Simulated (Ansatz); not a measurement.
Ansatz (a first-principles code) run on LiMg (P1, 6 atoms in the cell): self-consistent single point.

Method of the run: LDA (PW92), PAW files made with PBE (plane waves; Ansatz).

The change in words: atoms moved at random. Reference geometry:
```yaml
crystal:
  lattice:
    - [4.89958, 0.00000, 0.00000]
    - [0.00000, 1.70043, 7.34607]
    - [0.00000, -1.70043, 7.34607]
  atoms:
    - { symbol: Li, position: [0.00000, 0.30594, 0.30594] }
    - { symbol: Li, position: [0.50000, 0.47486, 0.47486] }
    - { symbol: Li, position: [0.50000, 0.13544, 0.13544] }
    - { symbol: Mg, position: [0.00000, 0.96800, 0.96800] }
    - { symbol: Mg, position: [0.00000, 0.64382, 0.64382] }
    - { symbol: Mg, position: [0.50000, 0.80526, 0.80526] }
```

Reference input (self-consistent single point, DFT, LDA (PW92), plane waves, PAW files made with PBE): basis.ecutwfc = 420 eV; kpoints.mp_grid.grid = 5 7 7; hamiltonian.xc = lda; hamiltonian.pseudopotentials = {kind: paw} (the program's default PAW files); scf.occupations.method = gaussian; scf.occupations.width = 0.2 eV. This run's input differs from it in these lines:

Ansatz 0.2 input:
```diff
@@ -7,8 +7,8 @@
   atoms:
-    - { symbol: Li, position: [0.00000000, 0.30594000, 0.30594000] }
-    - { symbol: Li, position: [0.50000000, 0.47486000, 0.47486000] }
-    - { symbol: Li, position: [0.50000000, 0.13544000, 0.13544000] }
-    - { symbol: Mg, position: [0.00000000, 0.96800000, 0.96800000] }
-    - { symbol: Mg, position: [0.00000000, 0.64382000, 0.64382000] }
-    - { symbol: Mg, position: [0.50000000, 0.80526000, 0.80526000] }
+    - { symbol: Li, position: [0.00202500, 0.31116000, 0.29826200] }
+    - { symbol: Li, position: [0.49704100, 0.46386100, 0.48235600] }
+    - { symbol: Li, position: [0.51036900, 0.15048400, 0.11626600] }
+    - { symbol: Mg, position: [-0.00170800, 0.95901000, 0.98203300] }
+    - { symbol: Mg, position: [0.00205600, 0.65196600, 0.64001000] }
+    - { symbol: Mg, position: [0.49021700, 0.79683900, 0.81439200] }
 basis:
```

Output, abridged:

```
SCF iter   1: F=—  HF=-6310.534157 eV  |F-HF|=—  |Δ(HF+E_count)|=         —  Δρ=1.67e-2  dr2=8.42e-1  ethr=3.10e-3  ⟨swp⟩=6.5  Hψ=14910  notcnv=0
all-band conjugate gradients solve this SCF's bands
preconditioner: auto → Kerker (q_TF=auto, 2.255 Å⁻¹)
SCF iter   2: F=—  HF=-6310.333503 eV  |F-HF|=—  |Δ(HF+E_count)|=   2.01e-1  Δρ=1.09e-2  dr2=4.16e-1  ethr=2.16e-3  ⟨swp⟩=2.0  Hψ=4673  notcnv=0  defer=116
   [... lines left out ...]
SCF iter   4: F=—  HF=-6310.147785 eV  |F-HF|=—  |Δ(HF+E_count)|=   8.56e-3  Δρ=5.72e-4  dr2=4.77e-4  ethr=5.13e-5  ⟨swp⟩=2.1  Hψ=3835  notcnv=0  defer=118
SCF iter   5: F=—  HF=-6310.147815 eV  |F-HF|=—  |Δ(HF+E_count)|=   2.95e-5  Δρ=1.68e-4  dr2=6.14e-5  ethr=1.22e-6  ⟨swp⟩=2.9  Hψ=5558  notcnv=0  defer=118
SCF iter   6: F=—  HF=-6310.147802 eV  |F-HF|=—  |Δ(HF+E_count)|=   1.30e-5  Δρ=2.60e-5  dr2=1.83e-6  ethr=1.57e-7  ⟨swp⟩=2.2  Hψ=5199  notcnv=0  defer=147
SCF iter   7: F=-6310.147801 eV  HF=-6310.147801 eV  |F-HF|=4.53e-8  |Δ(HF+E_count)|=   6.30e-7  Δρ=4.96e-6  dr2=8.47e-8  ethr=2.56e-10  ⟨swp⟩=8.7  Hψ=18607  notcnv=0
SCF 1 converged in 7 iterations: F = -6310.147801 eV  dr2 = 8.47e-8
Free energy (F): -6310.147801 eV
Internal energy: -6310.100954 eV  (E = F + TS)
E sigma→0 (E₀):  -6310.124377 eV
Entropy (-TS):   -0.046847 eV (-7.808 meV/atom)
Fermi energy:    3.511978 eV
--- Forces (eV/Å), atoms counted from 1 ---
  atom   1  Li    -0.10204237    -0.07580118     0.10301964
  atom   2  Li     0.01231131     0.03505274     0.00170898
  atom   3  Li    -0.08434793    -0.10703706     0.05587708
  atom   4  Mg    -0.01076190     0.07096332    -0.03116435
  atom   5  Mg     0.06069110    -0.00184779    -0.09856252
  atom   6  Mg     0.12415428     0.07867024    -0.03088362
--- Stress (GPa, compression-positive) ---
       -1.550726       0.012000       0.039799
        0.012000      -1.991776       0.005837
        0.039799       0.005837      -1.456820
  P = ⅓ Tr σ = -1.6664 GPa (-16.664 kbar)
  The stress holds the Pulay correction. Without it, at fixed plane waves, as pw.x and ABINIT print it: P = -1.6715 GPa
```

The run converged in 7 iterations. Against the reference run the free energy rises by 2.8 meV/atom, the pressure moves little (-1.71 to -1.67 GPa) and the largest force goes from 0.045 to 0.164 eV/Å.

The starting cell comes from a database of computed structures (which also holds hypothetical and non-ambient phases and stackings), without a prior relaxation at this level. For this run, on top of that: atoms moved at random. Ansatz's pressure includes its estimate of the finite-basis (Pulay) stress.
